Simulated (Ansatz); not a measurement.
BN: band gap against strain

BN (layered hexagonal, P6_3/mmc, 8.997 Å³/atom at rest, c along z) under an equal strain ε along all three axes. PBE-D3(BJ) in Ansatz, a plane-wave DFT program (PAW, default set), 420 eV, 15×15×5 Γ-centred mesh, Fermi-Dirac smearing 0.05 eV; ions are relaxed within the symmetry of each cell. Gaps are the smallest over the k-mesh and a band path, without spin-orbit coupling; in all rows the valence edge lies at about 1.5 Å⁻¹ from Γ and the conduction edge at about 1.4 Å⁻¹ from Γ.

Here s stands for strain and Eg for gap.

| strain (%) | gap (eV) |
|---|---|
| 0.00 | 4.24 |
| 0.60 | 4.22 |
| 1.20 | 4.20 |
| 1.80 | 4.18 |
| 3.00 | ? |

Task: Fit Eg against s with a straight line, and predict the withheld value at s = 3.00.

Result: Means: s 0.90000, Eg 4.210. About the means, the sum of products is -0.060000 and the sum of squares of s is 1.8000; the slope is their ratio. Least squares gives Eg = 4.240 - 0.0333·s. Residuals (row less fit): 0.000, 0.000, 0.000, 0.000; standard error 0.000 (degrees of freedom: 2). Over these rows the gap moves by -3.3 ± 0.2 eV per unit strain, or -1.1 eV per unit of ln V. At the withheld row, Eg = 4.240 - 0.0333 × 3.0 = 4.140 eV. The calculation gives 4.14 eV, which the fit meets to the printed digits. The row lies outside the fitted rows, so this is an extrapolation. The fitted rows scatter only by rounding.

Rows are the converged runs of the series near zero and its far end; series whose fitted rows scatter by over a few per cent of the range, as at a crossing or softening among them, aren't shown in this form. Most that stay on the fit to the last digits aren't either.
